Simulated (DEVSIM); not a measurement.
System: Cr/SiO2/n-Si capacitor, at 300 K.

```
layer (left to right)  material  thickness (nm)  Nd (cm⁻³)
---------------------  --------  --------------  ---------
1                          SiO2            4.90          -
2                            Si            2300     6.1e16
```

Metal gate on the left, work function 4.5 eV. Fixed charge at the semiconductor interface 0 cm⁻² (in units of +e); interface traps 3.6e12 cm⁻² eV⁻¹, uniform in energy, neutral level at 0.7 of the gap above the valence band.

This is a model device: material constants are rounded textbook-type values typed into the input, and sizes, dopings and lifetimes were drawn at random. Values at 300 K; Nc and Nv go as T^1.5, mobilities as T to minus their exponent, the gap by Varshni's rule with the affinity fixed.

```tsv
parameter	SiO2	Si
gap (eV)	9	1.124
affinity (eV)	0.9	4.05
permittivity	3.9	11.7
Nc (cm⁻³)	-	2.86e19
Nv (cm⁻³)	-	3.1e19
Varshni α (eV/K)	-	0.000473
Varshni β (K)	-	636
```

DEVSIM, 1D Poisson equation in equilibrium, Boltzmann statistics, complete ionisation; no quantum confinement or tunnelling. Metal contacts follow the ideal Schottky-Mott rule: no Fermi-level pinning, no interface dipoles.

Base results: capacitance of the dielectric stack (μF/cm²) 0.705; minimum of the low-frequency capacitance (μF/cm²) 0.343; flat-band voltage (V) 0.44.

Problem. What follows from this one change: fixed charge 0 → -2.97e+12 cm^-2?

Solution. capacitance of the dielectric stack little changed (0.705 μF/cm²); minimum of the low-frequency capacitance little changed (0.343 μF/cm²); flat-band voltage 0.44 → 1.11 V.

Problem. What follows from this one change: temperature 300 → 250 K?

Solution. capacitance of the dielectric stack little changed (0.705 μF/cm²); minimum of the low-frequency capacitance little changed (0.342 μF/cm²); flat-band voltage 0.44 → 0.50 V.

Problem. What follows from this one change: substrate doping 6.1e+16 → 3e+16 cm^-3?

Solution. capacitance of the dielectric stack little changed (0.705 μF/cm²); minimum of the low-frequency capacitance little changed (0.337 μF/cm²); flat-band voltage 0.44 → 0.40 V.

Problem. What follows from this one change: SiO2 thickness 0.0049 → 0.0042 μm?

Solution. capacitance of the dielectric stack 0.705 → 0.822 μF/cm²; minimum of the low-frequency capacitance 0.343 → 0.369 μF/cm²; flat-band voltage 0.44 → 0.42 V.

Problem. What follows from this one change: gate work function 4.5 → 4.65 eV?

Solution. capacitance of the dielectric stack little changed (0.705 μF/cm²); minimum of the low-frequency capacitance little changed (0.343 μF/cm²); flat-band voltage 0.44 → 0.59 V.

Problem. What follows from this one change: interface trap density 3.6e+12 → 1e+11 cm^-2 eV^-1?

Solution. capacitance of the dielectric stack little changed (0.705 μF/cm²); minimum of the low-frequency capacitance 0.343 → 0.0909 μF/cm²; flat-band voltage 0.44 → 0.29 V.
